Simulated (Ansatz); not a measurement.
The reference is La2O3 (space group P-3m1, No. 164; a = 3.906 Å, c = 6.039 Å).

Levels (all Ansatz, a program for electronic structure, PAW, earlier PAW set): PBEsol (420 eV, no spin-orbit coupling); r2SCAN (500 eV, spin-orbit coupling left out).

Its gap is 3.77 eV with PBEsol and 4.23 eV with r2SCAN.

The change: a hydrostatic pressure of 15 GPa.

With PBEsol the gap becomes 3.69 eV.

Q: If the r2SCAN correction stayed the same, what would the r2SCAN gap be, and what does the r2SCAN run give?

A: A rigid correction of +0.46 eV gives 4.15 eV. The r2SCAN run gives 4.15 eV, so the two effects roughly add.

Single points use the geometry relaxed with PBEsol. Load acts through the strain it causes; cell and atoms are relaxed under it. Stability against distortions was not tested. No other phases were tried under pressure.
